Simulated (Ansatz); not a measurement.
The structure below was relaxed with Kohn–Sham DFT with the PBEsol functional, run in Ansatz (a first-principles code) with PAW and 420 eV plane waves, no SOC, at pressure 0.3 GPa.

```yaml
crystal:
  lattice:
    - [5.36068, 0.00000, 0.00000]
    - [0.00000, 3.92046, 0.00000]
    - [0.00000, 0.00000, 7.38849]
  atoms:
    - { symbol: Si, position: [0.28277, 0.25000, 0.89512] }
    - { symbol: Si, position: [0.71723, 0.75000, 0.10488] }
    - { symbol: Si, position: [0.21723, 0.75000, 0.39512] }
    - { symbol: Si, position: [0.78277, 0.25000, 0.60488] }
    - { symbol: Rh, position: [0.52641, 0.75000, 0.79958] }
    - { symbol: Rh, position: [0.47359, 0.25000, 0.20042] }
    - { symbol: Rh, position: [0.97359, 0.25000, 0.29958] }
    - { symbol: Rh, position: [0.02641, 0.75000, 0.70042] }
    - { symbol: Rh, position: [0.83842, 0.25000, 0.93016] }
    - { symbol: Rh, position: [0.16158, 0.75000, 0.06984] }
    - { symbol: Rh, position: [0.66158, 0.75000, 0.43016] }
    - { symbol: Rh, position: [0.33842, 0.25000, 0.56984] }
```

Q: Find the space group and the Wyckoff positions.

A: Space group Pnma (No. 62); a = 5.3607 Å, b = 3.9205 Å, c = 7.3885 Å, α = 90.00°, β = 90.00°, γ = 90.00°

```csv
atom,site,symmetry,x,y,z
Si,4c,.m.,0.2172,0.7500,0.3951
Rh,4c,.m.,0.4736,0.2500,0.2004
Rh,4c,.m.,0.1616,0.7500,0.0698
```

Q: Describe the coordination.

A: The crystal has 12 atoms in its conventional cell. Lattice parameters: a = 5.3607 Å, b = 3.9205 Å, c = 7.3885 Å, α = β = γ = 90.00°. Si is surrounded by 7 Rh at 2.396–2.477 Å and 2 Rh at 2.793 Å and 1 Rh at 2.990 Å. Rh1 is surrounded by 3 Si at 2.459–2.477 Å and 2 Si at 2.793 Å and 8 Rh at 2.752–2.824 Å. Rh2 has 4 Si at 2.396–2.435 Å and 1 Si at 2.990 Å and 8 Rh at 2.752–2.824 Å. (Neighbours: up to the widest gap in distance over summed covalent radii, below 1.35, at either atom; cation-cation and far metal-metal contacts left out.)

Load acts through the strain it causes; cell and atoms are relaxed under it. No phonon test of stability was made. The final runs are not spin-polarised. The cell was made from Rh2Si (space group Pnma, No. 62; a cell from a computed database, its experimental status unchecked) by this change: pressure 0.3 GPa.
